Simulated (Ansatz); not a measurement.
ZnSe: response to strain

Base system: ZnSe in the zinc blende structure (space group F-43m, No. 216; a = 5.6333 Å). Axes: x, y, z lie along the cube axes.

Strains are applied to the cell and any free atomic positions relax; under biaxial strain the out-of-plane vector relaxes too.

Method: PBEsol (Ansatz, a first-principles code; PAW; 420 eV plane waves; spin-orbit coupling left out).

| biaxial strain, plane normal [001], relaxed out of plane (%) | out-of-plane strain (%) |
|---|---|
| -3 | 3.51 |
| -2.5 | 2.93 |
| -2 | 2.35 |
| -1.5 | 1.77 |
| -1 | 1.19 |
| -0.5 | ? |
| 0 | 0.00 |

**Question.** Fit ε⊥ = −νε + γε² (strains in %) to the rows shown and predict the withheld row.

**Answer.** Least squares on the printed values gives ν = 1.19 (the biaxial Poisson response) and γ = -0.008 (largest residual 0.01 %); this predicts 0.59 %, and the run gives 0.60 %, in agreement.

Whether these cells are dynamically stable was not tested.
